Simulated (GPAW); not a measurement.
GPAW run on LaB6 (Pm-3m, 7 atoms in the cell): self-consistent single point

Method of the run: PBE, GPAW PAW datasets PBE (gpaw-data 1.0.1) (plane waves; GPAW 25.7.0).

This input was run:

```python
from ase import Atoms
from ase.units import GPa
from gpaw import GPAW, PW

atoms = Atoms(['La', 'B', 'B', 'B', 'B', 'B', 'B'],
              cell=[[4.186246, 0.000000, 0.000000],
                    [0.000000, 4.186246, 0.000000],
                    [0.000000, 0.000000, 4.186246]],
              scaled_positions=[[0.000000, 0.000000, 0.000000],
                                [0.800120, 0.500000, 0.500000],
                                [0.199880, 0.500000, 0.500000],
                                [0.500000, 0.800120, 0.500000],
                                [0.500000, 0.199880, 0.500000],
                                [0.500000, 0.500000, 0.800120],
                                [0.500000, 0.500000, 0.199880]],
              pbc=True)

calc = GPAW(mode=PW(950),
            xc='PBE',
            kpts=(7, 7, 7),
            occupations={'name': 'methfessel-paxton', 'width': 0.136, 'order': 0},
            nbands=-11,
            convergence={'density': 1e-05},
            symmetry={'symmorphic': False, 'tolerance': 0.0005},
            maxiter=150,
            txt='-')

atoms.calc = calc

energy = atoms.get_potential_energy()
print('Energy (eV):', round(energy, 6))
forces = atoms.get_forces()
print('Forces (eV/Ang):')
print(forces.round(5))
stress = atoms.get_stress()
print('Stress (GPa, Voigt):', (stress / GPa).round(4))
```

Output (repeated stretches shortened):

```
Input parameters:
  convergence: {density: 1e-05}
  kpts: [7 7 7]
  maxiter: 150
  mode: {ecut: 950.0,
         name: pw}
  nbands: -11
  occupations: {name: methfessel-paxton,
                order: 0,
                width: 0.136}
  symmetry: {symmorphic: False,
             tolerance: 0.0005}
  xc: PBE

species:
  La:
    name: Lanthanum
    Z: 57.0
    valence: 11
    core: 46
    charge: 0.0
    file: La.PBE.gz

    # Using partial waves for La as LCAO basis

  B:
    name: Boron
    Z: 5.0
    valence: 3
    core: 2
    charge: 0.0
    file: B.PBE.gz

    # Using partial waves for B as LCAO basis

Reference energy: -235130.060125  # eV

Spin-paired calculation

Convergence criteria:
 Maximum [total energy] change in last 3 cyles: 0.0005 eV / valence electron
 Maximum integral of absolute [dens]ity change: 1e-05 electrons / valence electron
 Maximum integral of absolute [eigenst]ate change: 4e-08 eV^2 / valence electron
 Maximum number of scf [iter]ations: 150

Symmetries present (total): 48
Symmetries with fractional translations: 0
343 k-points: 7 x 7 x 7 Monkhorst-Pack grid
20 k-points in the irreducible part of the Brillouin zone
       k-points in crystal coordinates                weights
   0:     0.00000000    0.00000000    0.00000000          1/343
   1:     0.14285714    0.00000000    0.00000000          6/343
   2:     0.14285714    0.14285714    0.00000000         12/343
   [... 7 lines left out ...]
          ...
  19:     0.42857143    0.42857143    0.42857143          8/343

Wave functions: Plane wave expansion
  Cutoff energy: 950.000 eV
  Number of coefficients (min, max): 4836, 4945
  Pulay-stress correction: 0.000000 eV/Ang^3 (de/decut=0.000000)

Occupation numbers: Methfessel-Paxton:
  width: 0.1360  # eV
  order: 0

Eigensolver

Densities:
  Coarse grid: 30*30*30 grid
  Fine grid: 60*60*60 grid
  Total Charge: 0.000000

Density mixing:
  Method: separate
  Backend: pulay
  Linear mixing parameter: 0.05
  old densities: 5
  Damping of long wavelength oscillations: 50

Hamiltonian:
  XC and Coulomb potentials evaluated on a 60*60*60 grid
  External potential:
    NoExternalPotential

XC parameters: PBE with 2 nearest neighbor stencil

Number of atoms: 7
Number of atomic orbitals: 44
Number of bands in calculation: 25
Number of valence electrons: 29
Bands to converge: occupied

Density initialized from atomic densities
  25 bands from LCAO basis set

Atomic positions and initial magnetic moments

Positions:
   0 La     0.000000    0.000000    0.000000    ( 0.0000,  0.0000,  0.0000)
   1 B      3.349499    2.093123    2.093123    ( 0.0000,  0.0000,  0.0000)
   2 B      0.836747    2.093123    2.093123    ( 0.0000,  0.0000,  0.0000)
   3 B      2.093123    3.349499    2.093123    ( 0.0000,  0.0000,  0.0000)
   4 B      2.093123    0.836747    2.093123    ( 0.0000,  0.0000,  0.0000)
   5 B      2.093123    2.093123    3.349499    ( 0.0000,  0.0000,  0.0000)
   6 B      2.093123    2.093123    0.836747    ( 0.0000,  0.0000,  0.0000)

Unit cell:
           periodic     x           y           z      points  spacing
  1. axis:    yes    4.186246    0.000000    0.000000    30     0.1395
  2. axis:    yes    0.000000    4.186246    0.000000    30     0.1395
  3. axis:    yes    0.000000    0.000000    4.186246    30     0.1395

  Lengths:   4.186246   4.186246   4.186246
  Angles:   90.000000  90.000000  90.000000

Effective grid spacing dv^(1/3) = 0.1395

     iter     time        total  log10-change:
                         energy   eigst   dens
iter:   1 --:--:--   -52.960354
iter:   2 --:--:--   -52.071348   -0.61  -0.82
iter:   3 --:--:--   -50.547520   +0.12  -0.85
iter:   4 --:--:--   -49.382109   -0.74  -1.14
iter:   5 --:--:--   -48.958690   -1.21  -1.34
iter:   6 --:--:--   -48.942575   -1.65  -1.50
iter:   7 --:--:--   -48.873897   -1.95  -1.81
iter:   8 --:--:--   -48.864300   -2.56  -2.11
iter:   9 --:--:--   -48.861323c  -3.07  -2.41
iter:  10 --:--:--   -48.856317c  -2.93  -2.54
iter:  11 --:--:--   -48.857226c  -3.34  -2.70
iter:  12 --:--:--   -48.857289c  -4.05  -3.12
iter:  13 --:--:--   -48.857246c  -4.58  -3.10
iter:  14 --:--:--   -48.857342c  -4.85  -3.10
   [... 16 lines left out ...]
iter:  31 --:--:--   -48.856102c  -6.45  -4.20
iter:  32 --:--:--   -48.856100c  -6.38  -4.32
iter:  33 --:--:--   -48.856100c  -7.00  -4.36
iter:  34 --:--:--   -48.856100c  -7.35  -4.40
iter:  35 --:--:--   -48.856100c  -7.17  -4.36
iter:  36 --:--:--   -48.856100c  -8.11c -4.31
iter:  37 --:--:--   -48.856100c  -7.38  -4.32
iter:  38 --:--:--   -48.856101c  -6.89  -4.29
iter:  39 --:--:--   -48.856100c  -8.12c -4.37
iter:  40 --:--:--   -48.856101c  -8.54c -4.31
iter:  41 --:--:--   -48.856101c  -7.85c -4.30
iter:  42 --:--:--   -48.856103c  -7.00  -4.35
iter:  43 --:--:--   -48.856101c  -7.22  -4.54
iter:  44 --:--:--   -48.856101c  -8.30c -4.71
iter:  45 --:--:--   -48.856101c  -8.40c -4.73
iter:  46 --:--:--   -48.856101c  -7.84c -4.79
iter:  47 --:--:--   -48.856101c  -8.35c -4.79
iter:  48 --:--:--   -48.856101c  -8.49c -4.93
iter:  49 --:--:--   -48.856101c  -8.52c -5.32c

Converged after 49 iterations.

Dipole moment: (-0.000000, -0.000000, -0.000000) |e|*Ang

Energy contributions relative to reference atoms: (reference = -235130.060125)

Kinetic:        +44.011695
Potential:      -35.790542
External:        +0.000000
XC:             -56.464623
Entropy (-ST):   -0.017915
Local:           -0.603674
SIC:             +0.000000
--------------------------
Free energy:    -48.865059
Extrapolated:   -48.856101

Showing only first 2 kpts
 Kpt  Band  Eigenvalues  Occupancy
  0    12      8.90374    2.00000
  0    13      8.90374    2.00000
  0    14     10.96680    0.03694
  0    15     10.96680    0.03694

  1    12      8.40273    2.00000
  1    13      8.96728    2.00000
  1    14     10.14979    2.00000
  1    15     11.51094    0.00000

Fermi level: 10.76616

No gap
No difference between direct/indirect transitions
Energy (eV): -48.856101

Forces in eV/Ang:
  0 La    0.00000    0.00000    0.00000
  1 B    -0.05953    0.00000    0.00000
  2 B     0.05953   -0.00000    0.00000
  3 B    -0.00000   -0.05953    0.00000
  4 B     0.00000    0.05953    0.00000
  5 B    -0.00000   -0.00000   -0.05953
  6 B     0.00000   -0.00000    0.05953

Stress tensor:
     0.023309    -0.000000     0.000000
    -0.000000     0.023309     0.000000
     0.000000     0.000000     0.023309
Stress (GPa, Voigt): [ 3.7345  3.7345  3.7345  0.      0.     -0.    ]
```

The run converged in 49 iterations. GPAW prints stress with tension positive.

At such cutoffs GPAW's stress carries a finite-basis (Pulay) error, which enters relaxed cells too; its log prints stress with tension positive.

The starting cell comes from a database of computed structures (which also holds hypothetical and non-ambient phases and stackings), without a prior relaxation at this level. Its lattice was rescaled by a random factor within 2.5 % of one.

Cost on one core of a shared machine: roughly 3 min.
